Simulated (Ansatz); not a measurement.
Related cells compared by their density of states at the Fermi level.

Cell A: Ru (hcp, P6₃/mmc), 2 atoms in the cell; spin state with PBE: run without spin, k-point mesh 30×30×14 on the run's own vectors.
```xyz
2
Lattice="2.7219 0.0000 0.0000 -1.3609 2.3572 0.0000 0.0000 0.0000 4.2939" Properties=species:S:1:pos:R:3 pbc="T T T"
Ru     0.0000     1.5715     1.0735
Ru     1.3609     0.7857     3.2204
```

Cell B: Rh (fcc, Fm-3m), 1 atom in the cell; spin state with PBE: run without spin, k-point mesh 26×26×26 on the run's own vectors.
```yaml
crystal:
  lattice:
    - [0.00000, 1.91600, 1.91600]
    - [1.91600, 0.00000, 1.91600]
    - [1.91600, 1.91600, 0.00000]
  atoms:
    - { symbol: Rh, position: [0.00000, 0.00000, 0.00000] }
```

Cell C: Pd (fcc, Fm-3m), 1 atom in the cell, k-point mesh 26×26×26 on the run's own vectors.
```
CELL_PARAMETERS angstrom
      0.00000     1.97275     1.97275
      1.97275     0.00000     1.97275
      1.97275     1.97275     0.00000
ATOMIC_POSITIONS crystal
  Pd 0.00000 0.00000 0.00000
```

Cell D: Ag (fcc, Fm-3m), 1 atom in the cell, k-point mesh 26×26×26 on the run's own vectors.
```
CELL_PARAMETERS angstrom
      0.00000     2.07394     2.07394
      2.07394     0.00000     2.07394
      2.07394     2.07394     0.00000
ATOMIC_POSITIONS crystal
  Ag 0.00000 0.00000 0.00000
```

Plane-wave PAW calculations with Ansatz (a program for electronic structure), its default PAW set, cutoff 420 eV. The structures are at rest with PBE. Neutral cells; Fermi-Dirac smearing of at most 0.10 eV in the solids, energies taken to zero width. The runs are scalar-relativistic, without spin-orbit coupling. A dispersion term ran beside these levels; it doesn't touch the electrons. Both spins, broadened by a Gaussian of 0.2 eV on the run's mesh.

**Question.** Give the density of states at the Fermi level (states/eV per atom) at the level PBE, cell by cell.

**Answer.** 
```tsv
system	PBE
A	0.84
B	1.4
C	2.0
D	0.26
```

With PBE the value is lowest for D and highest for C.
